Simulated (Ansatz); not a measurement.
For BaSi2 (P6/mmm, No. 191; start COD 1529990; the formula has other measured phases), LDA (Ansatz, a program for electronic structure, PAW) gives:

```
Property                    Value
-------------------  ------------
lattice parameter a       4.067 Å
lattice parameter c       4.953 Å
bulk modulus B0          59.1 GPa
cohesive energy      4.71 eV/atom
```

Q: What does PBEsol (PAW; Ansatz) give for the same quantities?

A: 
- lattice constant a: 4.103 Å (rises by 0.9 %)
- lattice parameter c: 4.989 Å (rises by 0.7 %)
- bulk modulus: 55.4 GPa (drops by 6.3 %)
- cohesive energy: 4.42 eV/atom (falls by 0.29 eV/atom)

Changes are worked out from the printed values.

Unless a cell is named, each level is at its own relaxed cell (LDA 23.65, PBEsol 24.24 Å³/atom).

Caveats: the bulk modulus is −V dP/dV from two relaxed cells at ±2 % in volume (LDA, PBEsol); the relaxation could not lower the start's symmetry, so the cell can be a saddle point above a distorted one (LDA, PBEsol). Ansatz's density-functional and Hartree–Fock values are scalar-relativistic unless marked +SOC, with PAW data made under PBE.
